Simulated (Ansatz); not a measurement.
## A computed series for hypothetical CdI2 type CeO2: pressure series

The parent structure is CeO$_{2}$ in the CdI2 type structure (space group P-3m1, No. 164; a = 3.6012 Å, c = 4.5255 Å; a hypothetical phase, not in the database extracts checked).

Cell and atoms are relaxed at each pressure.

Computed with PBE-D3(BJ)/PAW in Ansatz (a program for electronic structure), without spin-orbit coupling.

Two rows of this table had their results exchanged by mistake.

```
pressure          volume per atom (Å³)  shortest distance (Å)  band gap
----------------  --------------------  ---------------------  --------
pressure 0.3 GPa                 16.71                  2.267   2.24 eV
pressure 0.7 GPa                 16.45                  2.265   2.22 eV
pressure 1.5 GPa                 14.30                  2.245   2.05 eV
pressure 5 GPa                   14.85                  2.252   2.10 eV
pressure 7.5 GPa                 16.03                  2.263   2.19 eV
pressure 10 GPa                  13.86                  2.239   2.01 eV
```

**Question.** Which two?

**Answer.** The rows for pressure 1.5 GPa and pressure 7.5 GPa: the volume has to fall steadily with pressure, so 16.03 Å³ belongs to pressure 1.5 GPa and 14.30 Å³ to pressure 7.5 GPa.

Load acts through the strain it causes; cell and atoms are relaxed under it. Whether these cells are dynamically stable was not tested. Competing high-pressure phases were not computed. Starting moments died away, wholly or in part, for the base; another magnetic solution may exist. All final runs are without spin polarisation.
